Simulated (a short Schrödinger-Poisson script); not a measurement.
Stack: MOS inversion layer, SiO2 on p-type Si(100), at 300 K.

From the gate side: 1.1 nm SiO2; 380 nm Si, acceptors 1.3e18 cm⁻³.

Constants are typed, rounded textbook-type inputs, not results; the design itself was drawn at random and stands for no fabricated device. SiO2: permittivity 3.9, conduction-band edge (eV) 3.15, gap (eV) 9, electron mass (mₑ) 0.5. Si: permittivity 11.7, conduction-band edge (eV) 0, gap (eV) 1.124, Nv at 300 K (cm⁻³) 3.1e19.

Channel valleys (confinement mass, in-plane density-of-states mass, number): Δ2 0.916, 0.19, 2; Δ4 0.19, 0.417, 4. At the gate the conduction-band edge of layer 1 lies 3.24 eV − eVg above the Fermi level of the channel; the field vanishes at the back. Gaps are held at their typed values at every temperature. Mesh 0.03 nm at interfaces.

From a short Schrödinger-Poisson script (our own, NumPy): 1D Poisson equation in equilibrium, electrons quantum, Hartree (BenDaniel-Duke, 12 states a valley, the channel's in-plane mass for all, wave functions ending at the dielectric), parabolic valleys, classical holes, full ionisation, no traps, pinning or gate leakage.

```csv
Vg (V),electrons (cm⁻²),C (μF/cm²),Δ2 E0 (meV from the Fermi level),Δ4 E0 (meV from the Fermi level)
0.2,1.24e9,0.314,214.5,296.7
0.25,6.44e9,0.331,171.7,255.3
0.3,3.21e10,0.435,129.9,215.0
0.35,1.34e11,0.770,92.4,179.1
0.4,3.93e11,1.25,63.8,152.3
0.45,8.07e11,1.61,43.9,134.5
0.5,1.32e12,1.82,29.6,122.4
0.55,1.89e12,1.95,18.5,113.7
0.6,2.51e12,2.04,9.4,106.9
0.65,3.14e12,2.10,1.6,101.3
0.7,3.80e12,2.15,-5.4,96.7
0.75,4.47e12,2.18,-11.7,92.6
0.8,5.15e12,2.21,-17.6,89.0
0.85,5.84e12,2.24,-23.1,85.7
0.9,6.54e12,2.26,-28.3,82.7
0.95,7.25e12,2.28,-33.3,79.9
1,7.96e12,2.29,-38.1,77.3
```

Gate voltages with under 1e9 electrons/cm² are left out.

Question: At Vg = 1 V the lowest Δ2 subband lies at -38.1 meV from the Fermi level. How many electrons does it hold, and what share of all?

Answer: The two-dimensional density of states is g m/(πħ²) = 1.59e11 cm⁻² meV⁻¹ (both spins), kT = 25.9 meV, so n = D kT ln(1 + exp(−E/kT)) = 6.90e12 cm⁻², 0.87 of the 7.96e12 cm⁻² in all.

Question: Compare the slope of the sheet density between 0.9 and 1 V with the geometric capacitance of the layers between gate and channel.

Answer: q Δn/ΔV = 2.28 μF/cm²; ε0/Σ(t/ε) = 3.14 μF/cm². The ratio is 0.72: the channel acts as a further capacitance in series.
